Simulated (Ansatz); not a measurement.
**SiO2: band gap against strain**

SiO2 (rutile, P4_2/mnm, 7.657 Å³/atom and stress up to 0.01 GPa in the relaxed cell, c along z) under an equal strain ε along all three axes. LDA in Ansatz, a plane-wave DFT program (PAW, default set), 420 eV, 8×8×12 Γ-centred mesh, Fermi-Dirac smearing 0.05 eV; ions are relaxed, or left where forces stay under 0.02 eV/Å, within the symmetry of each cell. Gaps are the smallest over the k-mesh and a band path, without spin-orbit coupling; in all rows the valence edge lies at Γ and the conduction edge at Γ.

Here s stands for strain and Eg for gap.

```
strain (%)  gap (eV)
----------  --------
0.00           5.809
0.60           5.508
1.20           5.216
1.80           4.933
3.00               ?
```

### Question
Fit Eg against s with a straight line, and predict the withheld value at s = 3.00.

### Answer
Means: s 0.90000, Eg 5.3665. About the means, the sum of products is -0.87600 and the sum of squares of s is 1.8000; the slope is their ratio. Least squares gives Eg = 5.8045 - 0.48667·s. Residuals (row less fit): 0.0045, -0.0045, -0.0045, 0.0045; standard error 0.0064 (degrees of freedom: 2). Over these rows the gap moves by -48.7 ± 0.5 eV per unit strain, or -16.2 eV per unit of ln V. At the withheld row, Eg = 5.8045 - 0.48667 × 3.0 = 4.3445 eV. The calculation gives 4.389 eV, 0.0445 eV above the prediction (3.1 % of the range of Eg in the table). The row lies outside the fitted rows, so this is an extrapolation. From the scatter of the fitted rows alone, a prediction at this place has a standard error of 0.0122 eV, so the miss is 3.6 times that.

A polynomial of degree 2 through the 5 other runs of the series gives 4.389 there, so most of the miss is curvature that the fit leaves out. SiO2 is here stishovite, a high-pressure form. Rows are the converged runs of the series near zero and its far end; series whose fitted rows scatter by over a few per cent of the range, as at a crossing or softening among them, aren't shown in this form, nor equations of state whose B0' disagrees with the runs' pressures. Most that stay on the fit to the last digits aren't either.
